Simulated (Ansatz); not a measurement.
# Worked sum: reaction energy

Consider the reaction energy. Reaction: GaN (wurtzite) + Al (fcc) → AlN (wurtzite) + Ga (Cmce). Negative: the products are lower in energy.

AlN (wurtzite, P6₃mc), 4 atoms in the cell. Conventional cell: a = b = 3.130 Å, c = 5.018 Å, α = β = 90.00°, γ = 120.00°.

GaN (wurtzite, P6₃mc), 4 atoms in the cell. Conventional cell: a = b = 3.2184 Å, c = 5.2432 Å, α = β = 90.00°, γ = 120.00°.

Setting: static, neutral cells in Ansatz (PAW) whose structures rest at the PBE level. Ansatz (an electronic-structure program) runs with its default PAW set. Other levels take these structures. The lattices are those relaxed with PBE, so at other levels the solids can be strained. A dispersion term (D3(BJ), or D4 for r2SCAN) was computed beside these levels and is taken off wherever the name lacks it.

Total energies of the cells in eV, at zero smearing width. They compare only within one column; the weights balance every element.

```
cell            atoms  weight        r2SCAN
--------------  -----  ------  ------------
AlN (wurtzite)      4      +2   -1856.95626
Ga (Cmce)           4      +1  -15161.02595
GaN (wurtzite)      4      −2   -8352.74406
Al (fcc)            1      −4    -540.40590
```

r2SCAN: 2 × (-1856.95626) + (-15161.02595) − 2 × (-8352.74406) − 4 × (-540.40590) = -7.827 eV; dividing by 4 gives -1.96 eV.

What follows from the r2SCAN value: Per mole of the reaction as written, -1.957 eV × 96.485 = -188.8 kJ.
